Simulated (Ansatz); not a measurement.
Zn6Mo under a change: strain tensor (xx, yy, zz, yz, xz, xy) = (+0.83, +0.61, +2.20, −0.99, −0.64, −0.04) %

Consider Zn₆Mo (space group Fm-3m, No. 225; a = 7.5779 Å; a cell from a computed database, its experimental status unchecked). Axes: x, y, z lie along the cube axes.

Perturbation: strain tensor (xx, yy, zz, yz, xz, xy) = (+0.83, +0.61, +2.20, −0.99, −0.64, −0.04) %; the atoms relax in the strained cell.

Calculations: plane-wave PAW DFT at the PBEsol level (Ansatz, a program for electronic structure, 420 eV), no SOC. Settings: 11×11×11 k-points, 0.05 eV Fermi–Dirac smearing.

The volume per atom grows by 0.57 Å³ to 16.11 Å³ and the space group changes from Fm-3m (No. 225) to P-1 (No. 2). The shortest interatomic distance rises by 0.0114 Å, from 2.679 Å to 2.691 Å and the energy grows by 8.9 meV/atom. The band gap stays zero and the stress (xx, yy, zz, yz, xz, xy; compression positive) comes out as (-3.4, -3.3, -4.2, 1.2, 0.8, 0.0) GPa (rough).

Without a gap, meshes like the base's 11×11×11 leave anisotropic stresses uncertain by several tenths of a GPa, and small strain energies with them. No phonon test of stability was made. All final runs are without spin polarisation. Zn6Mo has a high density of states at the Fermi level and may be magnetic at this level.
